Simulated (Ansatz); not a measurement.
The parent structure is ZnS in the wurtzite structure (space group P6_3mc, No. 186).

```
CELL_PARAMETERS angstrom
      3.80703     0.00000     0.00000
     -1.90352     3.29699     0.00000
      0.00000     0.00000     6.24624
ATOMIC_POSITIONS crystal
  Zn 0.66667 0.33333 0.99975
  Zn 0.33333 0.66667 0.49975
  S  0.66667 0.33333 0.62545
  S  0.33333 0.66667 0.12545
```

Cartesian axes are those of the cell as printed.

Calculations: Ansatz (a program for electronic structure) r2SCAN, no SOC, earlier PAW set.

Before the change:

| Item | Value |
|---|---|
| Volume per atom | 19.60 Å³ |
| Electron mass | 0.18 mₑ along c, 0.21 mₑ across (at Γ) |
| Valence-band top at Γ | 0.00, 0.00, -0.08 eV |

Perturbation: tensile biaxial strain of 0.45 % in the plane normal to [001], as in epitaxy on a mismatched substrate; the out-of-plane cell vector and the atoms relax.

**Question.** What happens to the volume per atom, electron mass and valence-band top at Γ?

**Answer.** The volume per atom increases by 0.13 Å³ to 19.73 Å³; the electron mass becomes 0.18 mₑ out of plane, 0.20 mₑ in plane (at Γ) (base: 0.18 mₑ along c, 0.21 mₑ across (at Γ)); the valence-band top at Γ (three highest levels, from the VBM) changes from 0.00, 0.00, -0.08 eV to 0.00, 0.00, -0.05 eV.

The levels and masses belong to the bands next to the band gap. Effective masses come from finite differences of ±0.01 Å⁻¹. Whether these cells are dynamically stable was not tested.
